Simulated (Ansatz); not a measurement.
Consider the reaction energy. Reaction: Ge (diamond) + 2 Cl2 (gas) → GeCl4 (gas). Negative: the products are lower in energy.

Ge (diamond, Fd-3m), 2 atoms in the cell, k-point mesh 10×10×10 on the run's own vectors. Conventional cell: a = 5.762 Å, b = 5.762 Å, c = 5.762 Å, α = 90.00°, β = 90.00°, γ = 90.00°.

An isolated GeCl4 molecule (singlet) in a box of 14 × 14 × 15 Å.
```xyz
5

Cl    -0.9604    -1.5256    -1.1510
Ge     0.0001     0.0000     0.0000
Cl     2.0903    -0.4283     0.1485
Cl    -0.2736     1.8933    -0.9564
Cl    -0.8563     0.0606     1.9590
```

An isolated Cl2 molecule (singlet) in a box of 11 × 11 × 14 Å.

All numbers come from Ansatz (an electronic-structure program), plane waves with PAW, its PAW set soft_1, cutoff 420 eV, 500 eV for r2SCAN. The structures are at rest with PBE; other levels are single points on them. HSE06 runs on coarser k-point meshes, mended by the PBE difference between the two meshes. Neutral cells; Fermi-Dirac smearing of at most 0.05 eV in the solids, energies taken to zero width. The lattices are those relaxed with PBE, so at other levels the solids can be strained, which adds to the spread. A dispersion term (D3(BJ), or D4 for r2SCAN) was computed beside these levels and is taken off wherever the name lacks it. Nuclei at rest; no vibrational terms. The structures are the rest points that the relaxations reached, not proven lowest.

Question: Give the value at the level r2SCAN.

Answer: -5.31 eV, for Ge (diamond) + 2 Cl2 (gas) → GeCl4 (gas).

Question: How does the value move with the functional?

Answer: 
```
Functional  value (eV)  less r2SCAN
----------  ----------  -----------
HSE06            -5.11         0.20
```

The levels span 0.20 eV, from r2SCAN (-5.31) to HSE06 (-5.11).
